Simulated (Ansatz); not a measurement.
## BAs (model structure, started from the GeS type, Pnma, No. 62, 8 atoms in the cell)

Calculation: LDA (Ansatz, a quantum-chemistry and plane-wave program, PAW).

Run with plane-wave cutoff 520 eV, 10×16×10 k mesh (along the axes of the cell as run), Fermi–Dirac smearing 0.05 eV, scalar-relativistic PAW data made under PBE.

Cell (relaxed with PBE-D3(BJ)):

```
AsB
1.0
    6.54086     0.00000     0.00000
    0.00000     3.41258     0.00000
    0.00000     0.00000     5.68209
B As
4 4
Direct
  0.16096   0.25000   0.40141
  0.33904   0.75000   0.90141
  0.83904   0.75000   0.59859
  0.66096   0.25000   0.09859
  0.83551   0.25000   0.39169
  0.66449   0.75000   0.89169
  0.16449   0.75000   0.60831
  0.33551   0.25000   0.10831
```

```yaml
band_gap: 0.37 eV (on the SCF k mesh)
```

Note: the relaxation could raise the start's symmetry but not lower it, so the cell can be a saddle point; cell and atoms aren't relaxed at this level (pressure -2.6 GPa).

Spin–orbit coupling is not included.

A model structure was made by putting elements into a prototype or built by hand; it is no filed structure, need not be a known phase, and can be a saddle point held by its symmetry.
